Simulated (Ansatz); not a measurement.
Functionals compared on the (100) surface of monoclinic HfO2 in its 1x1 cell (cut with top plane 2 O, bottom plane 2 O), outermost plane spacing 1.06 Å in the ideal cut, in Ansatz (plane waves, PAW). The structure was relaxed with PBE; the other rows are single points on it, each with its references at the same level. Cutoff 420 eV (500 eV for r2SCAN). Ionisation potential less electron affinity is the bulk band gap; PBE's edges come from a band calculation, the others move with the bulk's levels on the slab's mesh. HSE06 used the coarser mesh 3x3x1.

Set-up: 36 atoms, Hf12O24, 14.6 Å thick at the start; mesh 5x5x1; 0.025 eV smearing; dipole correction on; all atoms relaxed; start symmetry kept, larger cells not searched; no spin, no spin-orbit, no U. These notes are the PBE run's.

A dash marks a value that is undefined for that row or was read on another mesh.

```json
[
 {"functional": "PBE", "surface energy (J/m²)": "1.59", "ionisation potential (eV)": "7.53", "electron affinity (eV)": "3.49", "rough cost of the single point": "–"},
 {"functional": "LDA", "surface energy (J/m²)": "1.95", "ionisation potential (eV)": "7.87", "electron affinity (eV)": "4.02", "rough cost of the single point": "roughly 6 core-minutes"},
 {"functional": "PBEsol", "surface energy (J/m²)": "1.75", "ionisation potential (eV)": "7.56", "electron affinity (eV)": "3.63", "rough cost of the single point": "around 5 core-minutes (rough)"},
 {"functional": "RPBE", "surface energy (J/m²)": "___", "ionisation potential (eV)": "___", "electron affinity (eV)": "___", "rough cost of the single point": "around 5 core-minutes (rough)"},
 {"functional": "r2SCAN", "surface energy (J/m²)": "1.89", "ionisation potential (eV)": "7.90", "electron affinity (eV)": "3.36", "rough cost of the single point": "around 9 core-minutes (rough)"},
 {"functional": "HSE06", "surface energy (J/m²)": "1.79", "ionisation potential (eV)": "–", "electron affinity (eV)": "–", "rough cost of the single point": "–"}
]
```

**Question.** Complete the blanks.

**Answer.** 
- RPBE, surface energy (J/m²): 1.39
- RPBE, ionisation potential (eV): 7.39
- RPBE, electron affinity (eV): 3.26

Ansatz is a program for electronic structure.
